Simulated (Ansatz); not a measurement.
O on the 1x1 (111) surface of fcc Ir, one in a 2x2 cell: adsorption energies (eV for each) against ½ O2(g) in Ansatz (plane waves, PAW). Structures relaxed with PBE; the other functionals are single points on them, with slab and gas at the same level. No dispersion, zero-point or thermal terms. Rows are starts at which the adsorbate stayed; left out, since it moved away, changed or didn't bind there, or the run didn't converge: bridge Ir-Ir (span 2.7 Å).

Model: 17-atom slab, 6.6 Å thick at the start under the adsorbate (thin: gaps and levels are the slab's own), 6x6x1 mesh, Fermi-Dirac 0.1 eV, dipole correction, 8 atoms held, the rest relaxed; each run with such symmetry as its start has; spin where the adsorbate may keep a moment, no spin-orbit, no U, no dispersion correction.

```csv
site,PBE,RPBE,r2SCAN
top Ir,-0.53,-0.40,[?]
hollow Ir-Ir-Ir over Ir at depth 2.2 Å,-1.43,-1.16,[?]
hollow Ir-Ir-Ir over Ir at depth 4.4 Å,-1.65,-1.38,[?]
```

Problem. Some entries are withheld; supply them.

Solution. 
- top Ir, r2SCAN: -0.62
- hollow Ir-Ir-Ir over Ir at depth 2.2 Å, r2SCAN: -1.58
- hollow Ir-Ir-Ir over Ir at depth 4.4 Å, r2SCAN: -1.82

RPBE moves the energies by 0.22 eV on average against PBE and puts 'hollow Ir-Ir-Ir over Ir at depth 4.4 Å' lowest, as PBE does. r2SCAN moves the energies by -0.14 eV on average against PBE and puts 'hollow Ir-Ir-Ir over Ir at depth 4.4 Å' lowest, as PBE does.

Ansatz is an electronic-structure program.
